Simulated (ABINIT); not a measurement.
Band structure of Al (Fm-3m, 1 atom in the cell).

```yaml
crystal:
  lattice:
    - [0.00000, 2.06187, 2.06187]
    - [2.06187, 0.00000, 2.06187]
    - [2.06187, 2.06187, 0.00000]
  atoms:
    - { symbol: Al, position: [0.00000, 0.00000, 0.00000] }
```

Method of the run: PBE, norm-conserving pseudopotentials (PseudoDojo nc-sr-05 PBE standard) (plane waves; ABINIT 10.0.3).

Settings: pseudos = [Al.upf]; ecut = 40 Ry; occopt = 7; tsmear = 0.00183747 Ha; ngkpt = 11 11 11; nshiftk = 1; shiftk = 0 0 0; potentials = PseudoDojo nc-sr-05 PBE standard; kptopt = 1; nstep = 60; toldfe1 = 1e-09 Ha; ndtset = 2; getden2 = 1.

The starting cell comes from a database of computed structures (which also holds hypothetical and non-ambient phases and stackings), without a prior relaxation at this level. Its lattice was rescaled by a random factor within 2.5 % of one.

Levels in eV from the Fermi level, bands 1 to 6:
| point | 1 | 2 | 3 | 4 | 5 | 6 |
|---|---|---|---|---|---|---|
| Γ | -10.75 | 12.25 | 12.25 | 12.25 | 13.29 | 13.29 |
| X | -2.81 | -1.62 | 5.21 | 5.30 | 5.30 | 8.50 |
| W | -0.80 | -0.80 | 0.25 | 0.76 | 15.25 | 15.25 |
| K | -1.80 | -1.29 | -0.52 | 6.23 | 7.87 | 14.99 |
| L | -4.38 | -4.32 | 10.75 | 10.75 | 11.15 | 11.15 |
| U | -1.80 | -1.29 | -0.52 | 6.23 | 7.87 | 14.99 |

Bands cross the Fermi level along this path, so the cell is metallic at this level.
